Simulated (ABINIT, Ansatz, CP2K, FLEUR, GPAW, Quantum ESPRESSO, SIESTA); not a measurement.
SiGe (P6_3mc, 4 atoms in the cell) computed with different codes at matched settings

Self-consistent single point.

```
CELL_PARAMETERS angstrom
      3.90445     0.00000     0.00000
     -1.95223     3.38135     0.00000
      0.00000     0.00000     6.45078
ATOMIC_POSITIONS crystal
  Si 0.66667 0.33333 0.87461
  Si 0.33333 0.66667 0.37461
  Ge 0.66667 0.33333 0.50039
  Ge 0.33333 0.66667 0.00039
```

All programs got the same cell, k-point mesh and kind of occupations (in Ansatz's words: kpoints.mp_grid.grid = 10 10 5; scf.occupations.method = fermi_dirac; scf.occupations.width = 0.0015 Ry); potentials, basis and cutoffs are each program's usual ones.

```
code                                                                                                                                      model  pressure (GPa)  largest force (eV/Å)  gap on the mesh (eV)  k-points           cutoff
----------------  -----------------------------------------------------------------------------------------------------------------------------  --------------  --------------------  --------------------  --------  ---------------
FLEUR                                                                           PBEsol, all-electron FLAPW (FLEUR), scalar-relativistic valence               –                     –                 0.366        42  Kmax 3.9 1/bohr
GPAW                                                                                      PBEsol, GPAW PAW datasets PBEsol (made by gpaw-setup)            0.39                 0.015                 0.345        42           600 eV
CP2K                                                                 PBEsol, GPW, DZVP-MOLOPT-SR-GTH basis, GTH-PBE potentials (GTH_POTENTIALS)            2.34                 0.025                 0.329       252      grid 400 Ry
Ansatz                                                                                                          PBEsol, PAW files made with PBE           -0.28                 0.011                 0.355        42          30.9 Ry
Quantum ESPRESSO                                                                                   PBEsol, PSlibrary PAW (PBE) pseudopotentials            0.37                 0.013                 0.330        42            50 Ry
ABINIT                                                           PBEsol, norm-conserving pseudopotentials (PseudoDojo nc-sr-04 PBEsol standard)           -0.30                 0.012                 0.355        42            39 Ha
SIESTA            GGA PBEsol, numerical atomic orbitals DZP, PseudoDojo PBEsol standard norm-conserving potentials (rewritten from UPF to PSML)            1.14                 0.029                 0.475       260      grid 300 Ry
```

A dash marks a value that a program does not give, or that is left out as unsure.

Gaps are read on the mesh.

The spread over the programs that give each value: pressure within 2.64 GPa; largest force within 0.018 eV/Å; gap on the mesh within 0.146 eV.

The starting cell comes from a database of computed structures (which also holds hypothetical and non-ambient phases and stackings), without a prior relaxation at this level.

Why do the programs differ, and what cannot be compared?

Differences of this kind can come from the potentials, where these differ, and from what each basis and cutoff leave unconverged. The valence holds different numbers of electrons (FLEUR 36, GPAW 16, CP2K 16, Ansatz (a quantum-chemistry and plane-wave program) 36, Quantum ESPRESSO 16, ABINIT 36, SIESTA 36). The zero of total energies and Fermi levels follows the potentials and each program's conventions, so they are not compared here. CP2K and SIESTA use small atom-centred bases, whose incompleteness enters pressures, forces and empty levels differently from a plane-wave cutoff. FLEUR treats all electrons, but the usual bases taken here (sphere radii, linearisation, local orbitals, empty states) were not tested for convergence, so the values are no reference for the others. Ansatz's pressure is given at a fixed set of plane waves, as the other plane-wave codes print theirs. Ansatz's smearing width was typed in Ry to four decimals, so it matches the others to a few per cent. The programs reduce the same mesh by symmetry to different extents, which changes the work and not the result. In the pressure, CP2K (by 2.29) and SIESTA (by 1.10) lie more than 1 GPa from the median of the plane-wave programs. In the gap, SIESTA (by 0.125) lies more than 0.12 eV from the median of the plane-wave programs.

Keys are those of Ansatz 0.2.
